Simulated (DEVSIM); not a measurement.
Structure: TaN/Al2O3/n-Si capacitor, at 350 K.

```csv
layer (left to right),material,thickness (nm),Nd (cm⁻³)
1,Al2O3,3.90,-
2,Si,570,1e18
```

Metal gate on the left, work function 4.4 eV. Fixed charge at the semiconductor interface -1.4e11 cm⁻² (in units of +e); no interface traps.

This is a model device: material constants are rounded textbook-type values typed into the input, and sizes, dopings and lifetimes were drawn at random. Values at 300 K; Nc and Nv go as T^1.5, mobilities as T to minus their exponent, the gap by Varshni's rule with the affinity fixed.

```csv
parameter,Al2O3,Si
gap (eV),6.8,1.124
affinity (eV),1.35,4.05
permittivity,9,11.7
Nc (cm⁻³),-,2.86e19
Nv (cm⁻³),-,3.1e19
Varshni α (eV/K),-,0.000473
Varshni β (K),-,636
```

DEVSIM, 1D Poisson equation in equilibrium, Boltzmann statistics, complete ionisation; no quantum confinement or tunnelling. Metal contacts follow the ideal Schottky-Mott rule: no Fermi-level pinning, no interface dipoles.

**Question.** Tabulate band edges, carrier densities and field at -0.4 V on the gate.

**Answer.** Energies count from the Fermi level of the right contact; mesh points crowd at the junctions.

| x (μm) | Ec (eV) | Ev (eV) | n (cm⁻³) | p (cm⁻³) | field (V/cm) |
|---|---|---|---|---|---|
| 0.000 | 3.450 | -3.350 | < 1e2 | < 1e2 | -450000 |
| 0.0008072 | 3.414 | -3.386 | < 1e2 | < 1e2 | -450000 |
| 0.001767 | 3.370 | -3.429 | < 1e2 | < 1e2 | -450000 |
| 0.002841 | 3.322 | -3.478 | < 1e2 | < 1e2 | -450000 |
| 0.003900 | 0.575 | -0.536 | 1.9e11 | 7.5e11 | -380000 |
| 0.004874 | 0.540 | -0.571 | 6.1e11 | 2.3e11 | -350000 |
| 0.006532 | 0.483 | -0.627 | 4.0e12 | 3.6e10 | -330000 |
| 0.01127 | 0.346 | -0.765 | 3.8e14 | 3.8e8 | -250000 |
| 0.01789 | 0.212 | -0.899 | 3.2e16 | 4500000 | -150000 |
| 0.03057 | 0.118 | -0.993 | 7.2e17 | 200000 | -21000 |
| 0.05214 | 0.108 | -1.002 | 1.0e18 | 140000 | -180 |
| 0.1138 | 0.108 | -1.003 | 1.0e18 | 140000 | ≈ 0 |
| 0.2000 | 0.108 | -1.003 | 1.0e18 | 140000 | ≈ 0 |
| 0.3414 | 0.108 | -1.003 | 1.0e18 | 140000 | ≈ 0 |
| 0.4676 | 0.108 | -1.003 | 1.0e18 | 140000 | ≈ 0 |
| 0.5165 | 0.108 | -1.003 | 1.0e18 | 140000 | ≈ 0 |
| 0.5421 | 0.108 | -1.003 | 1.0e18 | 140000 | ≈ 0 |
| 0.5571 | 0.108 | -1.003 | 1.0e18 | 140000 | ≈ 0 |
| 0.5668 | 0.108 | -1.003 | 1.0e18 | 140000 | ≈ 0 |
| 0.5706 | 0.108 | -1.003 | 1.0e18 | 140000 | ≈ 0 |
| 0.5726 | 0.108 | -1.003 | 1.0e18 | 140000 | ≈ 0 |
| 0.5739 | 0.108 | -1.003 | 1.0e18 | 140000 | ≈ 0 |
